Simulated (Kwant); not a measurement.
System: GaN/Al0.2Ga0.8N stack with 1 barrier. One parabolic valley. Leads of mass 0.2 mₑ with the band edge at 0; grid 0.1 nm; bias 0 V, dropping linearly over the stack.

| layer | thickness (nm) | band offset (eV) | mass (mₑ) |
|---|---|---|---|
| 1 | 3.4 | 0.35 | 0.22 |

The device is made up for the run: typed textbook-type constants, with dimensions and the other settings drawn at random.

Model: one-band effective-mass tight-binding model in one dimension, coherent, no space charge (Kwant).

Task: Work out the transmission below the barrier top from T = 1/(1 + ((ζ + 1/ζ)/2)² sinh²(κa)), ζ = (k/m_lead)/(κ/m_barrier).

Result: E = 0.05474 eV: k = 0.5360 nm⁻¹, κ = 1.306 nm⁻¹, ζ = 0.4516, T = 0.000314. The simulation gives 0.000317, the same within the digits that matter. E = 0.1475 eV: k = 0.8798 nm⁻¹, κ = 1.081 nm⁻¹, ζ = 0.8950, T = 0.00253. The simulation gives 0.00254, the same within the digits that matter. E = 0.227 eV: k = 1.091 nm⁻¹, κ = 0.8429 nm⁻¹, ζ = 1.424, T = 0.0114. The simulation gives 0.0114, the same within the digits that matter. What differs comes from the grid.
